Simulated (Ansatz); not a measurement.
A computed series for ZnS: response to strain

Base system: ZnS in the zinc blende structure (space group F-43m, No. 216; a = 5.3891 Å).

Strains are applied to the cell and any free atomic positions relax.

All numbers come from r2SCAN (Ansatz, a first-principles code, PAW, scalar-relativistic without spin-orbit coupling).

```json
[
 {"isotropic strain (%)": "-3", "band gap (eV)": "3.13"},
 {"isotropic strain (%)": "-2.5", "band gap (eV)": "3.06"},
 {"isotropic strain (%)": "-2", "band gap (eV)": "2.99"},
 {"isotropic strain (%)": "-1.5", "band gap (eV)": "2.91"},
 {"isotropic strain (%)": "-1", "band gap (eV)": "?"},
 {"isotropic strain (%)": "-0.5", "band gap (eV)": "2.77"},
 {"isotropic strain (%)": "0", "band gap (eV)": "2.70"}
]
```

Question: Fit E_g = E₀ + Dε (ε in %) to the rows shown and predict the withheld row.

Answer: Least squares on the printed values gives E₀ = 2.70 eV, D = -144 meV per % of strain (largest residual 0.00 eV); this predicts 2.84 eV, and the run gives 2.84 eV, in agreement.

Whether these cells are dynamically stable was not tested.
